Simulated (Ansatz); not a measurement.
Start from TiAl (space group P4/mmm, No. 123; relaxed with 0.1 eV smearing).

```yaml
crystal:
  lattice:
    - [2.82407, 0.00000, 0.00000]
    - [0.00000, 2.82407, 0.00000]
    - [0.00000, 0.00000, 4.07475]
  atoms:
    - { symbol: Ti, position: [0.00000, 0.00000, 0.00000] }
    - { symbol: Al, position: [0.50000, 0.50000, 0.50000] }
```

Cartesian axes are those of the cell as printed.

Level of theory: Ansatz (an electronic-structure program), PBE, PAW, cutoff 420 eV, without spin-orbit coupling.

For the base:

```
Item               Result
---------------  --------
Volume per atom  16.25 Å³
```

Now apply this change: tensile biaxial strain of 1.50 % in the plane normal to [001], as in epitaxy on a mismatched substrate; the out-of-plane cell vector and the atoms relax.

Task: How does this affect the volume per atom?

Result: The volume per atom increases by 0.23 Å³ to 16.48 Å³.

No phonon test of stability was made. The final runs are not spin-polarised.
